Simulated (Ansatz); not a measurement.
# Pressure series in TiO2

Take TiO2 in the anatase structure (space group I4_1/amd, No. 141; a = 3.7698 Å, c = 9.5517 Å) as the base.

Cell and atoms are relaxed at each pressure.

All numbers come from PBEsol, PAW, 420 eV (Ansatz, a program for electronic structure; without spin-orbit coupling).

```
case               band gap  volume per atom
-----------------  --------  ---------------
base                2.11 eV         11.31 Å³
pressure −2 GPa     2.12 eV         11.44 Å³
pressure −1 GPa     2.11 eV         11.37 Å³
pressure 0.9 GPa    2.10 eV         11.26 Å³
pressure 2.1 GPa    2.09 eV         11.18 Å³
pressure 4.5 GPa    2.07 eV         11.04 Å³
pressure 9 GPa      2.02 eV         10.79 Å³
pressure 15 GPa           …                …
pressure 22.5 GPa   1.83 eV         10.11 Å³
pressure 30 GPa     1.73 eV          9.79 Å³
```

Q: Complete the table.

A: 
- pressure 15 GPa, band gap: 1.93 eV
- pressure 15 GPa, volume per atom: 10.47 Å³

Load acts through the strain it causes; cell and atoms are relaxed under it. Whether these cells are dynamically stable was not tested. Competing high-pressure phases were not computed. The final runs are not spin-polarised.
